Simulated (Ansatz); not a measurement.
Base system: Rb in the bcc (W type) structure (space group Im-3m, No. 229; relaxed with 0.1 eV smearing).

```xyz
1
Lattice="-2.7856 2.7856 2.7856 2.7856 -2.7856 2.7856 2.7856 2.7856 -2.7856" Properties=species:S:1:pos:R:3 pbc="T T T"
Rb     0.0000     0.0000     0.0000
```

Cartesian axes are those of the cell as printed.

All numbers come from DFT with PBEsol, PAW potentials and a 420 eV plane-wave cutoff in Ansatz (an electronic-structure program), no spin-orbit coupling.

Now apply this change: a pure shear with ε_xy = ε_yx = 0.0086; the atoms relax in the strained cell.

Estimate the effect on the stress.

The stress (xx, yy, zz, yz, xz, xy; compression positive) amounts to (0.0, 0.0, 0.0, 0.0, 0.0, 0.0) GPa.

What happens to the energy relative to the base?

The energy stays essentially unchanged.

Whether these cells are dynamically stable was not tested. All final runs are without spin polarisation.
